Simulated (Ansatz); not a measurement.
Base system: SnSe in the GeS type structure (space group Pnma, No. 62; a = 11.536 Å, b = 4.121 Å, c = 4.578 Å; layered, stacked along the Cartesian x axis). Axes: x, y, z lie along a, b, c of the conventional cell.

Calculations: r2SCAN+rVV10, PAW, 500 eV (Ansatz, a program for electronic structure; no spin-orbit coupling).

Strains are applied to the cell and any free atomic positions relax.

One change was made to it. Results:

```csv
quantity,base,after
largest internal atomic displacement,–,0.075 Å
"pressure (mean of the normal stresses, compression positive)",0.00 GPa,-0.71 GPa
```

Question: Name the change that was made.
A. strain tensor (xx, yy, zz, yz, xz, xy) = (+2.96, +1.38, −1.66, −1.01, +0.49, −0.24) %
B. uniaxial strain ε_xx = +5.99 %
C. isotropic strain −5.03 %

Answer: A, strain tensor (xx, yy, zz, yz, xz, xy) = (+2.96, +1.38, −1.66, −1.01, +0.49, −0.24) %. For comparison, the largest internal atomic displacement in the other runs: isotropic strain −5.03 % gives 0.133 Å; uniaxial strain ε_xx = +5.99 % gives 0.100 Å.

The mesh was chosen for an insulator and is coarse for the gapless case. Stability against distortions was not tested. The final runs are not spin-polarised.
